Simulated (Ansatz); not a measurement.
The starting structures come from a database of crystals and need not be the phases stable at ambient conditions.

The decay constant κ of evanescent states in the gap governs leakage through a thin film.

Here is the system:

```
BaNb2V2O11
1.0
    5.65701     0.00000     0.00000
    2.82850     9.77489     0.00000
    2.82851     0.81847     4.83026
Ba Nb V O
1 2 2 11
Direct
  0.00000   0.00000   0.00000
  0.86888   0.39337   0.86888
  0.13112   0.60663   0.13112
  0.59999   0.20002   0.59999
  0.40001   0.79998   0.40001
  0.00000   0.50000   0.50000
  0.00000   0.50000   0.00000
  0.50000   0.50000   0.00000
  0.23771   0.25279   0.75475
  0.76229   0.74721   0.24525
  0.75475   0.25279   0.23771
  0.24525   0.74721   0.76229
  0.75475   0.25279   0.75475
  0.24525   0.74721   0.24525
  0.65810   0.02569   0.65810
  0.34190   0.97431   0.34190
```

Space group of this cell: R-3m. The cell is taken as given; by r2SCAN its mean pressure is -7.7 GPa.

Transport runs along the normal of the first two printed cell vectors, the (101) plane of the conventional cell.

No gap correction and no spin-orbit coupling; mid-gap values are interpolated between computed energies.

Q: State the band gap and the smallest decay constant κ at mid-gap according to r2SCAN in Ansatz (a first-principles code).

A: Gap 2.47 eV on a 6×6×6 mesh; κ = 0.309 1/Å, at the zone centre.
